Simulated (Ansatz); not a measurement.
Consider the following.

```
AlAs
1.0
    0.00000     2.85296     2.83735
    2.83735     0.00000     2.83735
    2.83735     2.85296     0.00000
As Al
1 1
Direct
  0.25000   0.25000   0.25000
  0.00000   0.00000   0.00000
```

No spin polarisation.

All numbers come from PBEsol/PAW in Ansatz (a first-principles code), spin-orbit coupling left out. Γ-centred 10×10×10 mesh, Fermi–Dirac width 0.05 eV.

What is the computed band gap?

1.34 eV.

What is the computed gap character?

Indirect, Γ → X.

What stress (xx, yy, zz, yz, xz, xy; compression positive) does the calculation give?

(-0.29, -0.59, -0.29, 0.00, 0.00, 0.00) GPa.

What is the computed valence-band top at Γ (three highest levels, from the VBM)?

0.00, 0.00, -0.03 eV.

The cells carry an imposed strain or load. Whether these cells are dynamically stable was not tested. The cell was made from AlAs in the zinc blende structure (space group F-43m, No. 216) by this change: uniaxial strain ε_yy = +0.55 %.
